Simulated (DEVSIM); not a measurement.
Structure: abrupt Si n-p junction, at 300 K.

Layer 1 from the left is Si, thickness (μm) 4.70, Nd (cm⁻³) 4.8e18, τn (s) 6.8e-6, τp (s) 6.8e-6. Layer 2 from the left is Si, thickness (μm) 160, Na (cm⁻³) 1.1e15, τn (s) 6.8e-6, τp (s) 6.8e-6.

Left contact: ohmic. Right contact: ohmic. Voltage is applied to the left contact. Recombination: SRH at mid-gap. Mobility is constant in doping.

This is a model device: material constants are rounded textbook-type values typed into the input, and sizes, dopings and lifetimes were drawn at random. Values at 300 K.

Si: gap (eV) 1.124, affinity (eV) 4.05, permittivity 11.7, Nc (cm⁻³) 2.86e19, Nv (cm⁻³) 3.1e19, μn (cm²/Vs) 1417, μp (cm²/Vs) 470.

Model (solved in DEVSIM): 1D drift-diffusion, Boltzmann statistics, complete ionisation; no tunnelling, impact ionisation, image-force lowering or self-heating.

Dark forward current:

| |V| (V) | |J| (A/cm²) |
|---|---|
| 0.05 | 2.388e-9 |
| 0.10 | 9.896e-9 |
| 0.15 | 3.949e-8 |
| 0.20 | 1.831e-7 |
| 0.25 | 1.004e-6 |
| 0.30 | 6.192e-6 |
| 0.35 | 4.065e-5 |
| 0.40 | 0.0002746 |
| 0.45 | 0.001871 |
| 0.50 | 0.01252 |
| 0.55 | 0.07465 |
| 0.60 | 0.3387 |
| 0.65 | 1.162 |
| 0.70 | 3.277 |
| 0.75 | 8.041 |
| 0.80 | 17.64 |
| 0.85 | 34.82 |
| 0.90 | 61.99 |
| 0.95 | 100.6 |
| 1.00 | 151.1 |
| 1.05 | 213.5 |
| 1.10 | 287.8 |
| 1.15 | 373.7 |
| 1.20 | 470.8 |
| 1.25 | 578.7 |
| 1.30 | 696.9 |

### Question
Work out the local ideality factor n = ΔV / (kT/q · ln(J2/J1)) between the rows 0.15 and 0.20 V, 0.40 and 0.45 V, 1.25 and 1.30 V.

### Answer
kT/q = 25.85 mV. From 0.15 to 0.20 V: ln(1.831e-7/3.949e-8) = 1.534, n = 1.26. From 0.40 to 0.45 V: ln(0.001871/0.0002746) = 1.919, n = 1.01, near the 1 of diffusion or emission over a barrier. From 1.25 to 1.30 V: ln(696.9/578.7) = 0.186, n = 10.41.

### Question
Estimate the current at 0.40 V from the Shockley equation with J0 = Σ q ni² D/(N L) coth(W/L), τ joining the SRH, radiative and Auger lifetimes that are on, and W taken as the whole layer.

### Answer
ni² = 1.16e20 cm⁻⁶; holes in the n layer: μ = 470 cm²/Vs, D = 12.1 cm²/s, τ = 6.80e-6 s, L = 90.9 μm, W/L = 0.052, term 1.00e-13 A/cm²; electrons in the p layer: μ = 1420 cm²/Vs, D = 36.6 cm²/s, τ = 6.80e-6 s, L = 158 μm, W/L = 1.0, term 5.10e-11 A/cm². J0 = 5.11e-11 A/cm², and J = J0 exp(qV/kT) = 0.000269 A/cm². The simulation gives 0.000275 A/cm²; the estimate lies 2.2 % below. The estimate leaves out recombination in the depletion region and that region's share of W.
